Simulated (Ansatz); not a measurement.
We consider cubic perovskite KZnF3, described by PBE in Ansatz (PAW).

Numerical settings: plane-wave cutoff 520 eV, 6×6×6 k mesh, perturbation theory, scalar-relativistic PAW data made under PBE.

The cell has the measured lattice parameters. Conventional cell: a = 4.0550 Å, b = 4.0550 Å, c = 4.0550 Å, α = 90.00°, β = 90.00°, γ = 90.00°.

KZnF3 is modelled in the cubic space group Pm-3m (No. 221), the cubic perovskite structure, Pearson symbol cP5. Conventional cell: a = b = c = 4.055 Å, α = β = γ = 90.00°. K on 1a sees 12 F at 2.867 Å (cuboctahedral). Zn on 1b is coordinated by 6 F at 2.027 Å (octahedral). F on 3c is surrounded by 2 Zn at 2.027 Å and 4 K at 2.867 Å (octahedral). (Neighbours: up to the widest gap in distance over summed covalent radii, below 1.35, at either atom; cation-cation and far metal-metal contacts left out.)

Harmonic phonon frequencies (cm⁻¹; i marks an imaginary mode; at Γ without the LO shift):

```csv
q point,frequencies
Γ,0 0 0 131 131 131 146 146 146 177 177 177 432 432 432
X,89 89 110 110 157 158 167 167 169 169 191 294 428 428 455
M,29 110 121 122 122 167 167 172 172 256 261 261 289 424 502
R,19 19 19 133 133 133 238 238 238 240 240 240 289 289 535
```

No imaginary mode appears at these points.

Note: the cell isn't this level's own, so it is under some stress, which shifts stiffness and frequencies.

Ansatz is a quantum-chemistry and plane-wave program.
